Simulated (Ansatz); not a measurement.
Given:

```
CELL_PARAMETERS angstrom
      0.00000     2.84783     2.84783
      2.84783     0.00000     2.84783
      2.84783     2.84783     0.00000
ATOMIC_POSITIONS crystal
  Ag 0.00000 0.00000 0.00000
  Cl 0.50000 0.50000 0.50000
```

No spin polarisation.

All numbers come from PBE in Ansatz (plane waves to 420 eV, PAW, no spin-orbit coupling). Settings: 10×10×10 k-points, 0.05 eV Fermi–Dirac smearing.

Q: What gap character does the calculation give?

A: Indirect, L → Γ.

Q: Estimate the electron mass.

A: 0.27 mₑ (at Γ).

Q: What width of the top valence band does the calculation give?

A: 2.00 eV.

Q: What is the computed band gap?

A: 0.94 eV.

The cells carry an imposed strain or load. Effective masses come from finite differences of ±0.01 Å⁻¹. Stability against distortions was not tested. The cell was made from AgCl in the rock salt structure (space group Fm-3m, No. 225) by this change: isotropic strain +1.50 %.

Ansatz is an electronic-structure program.
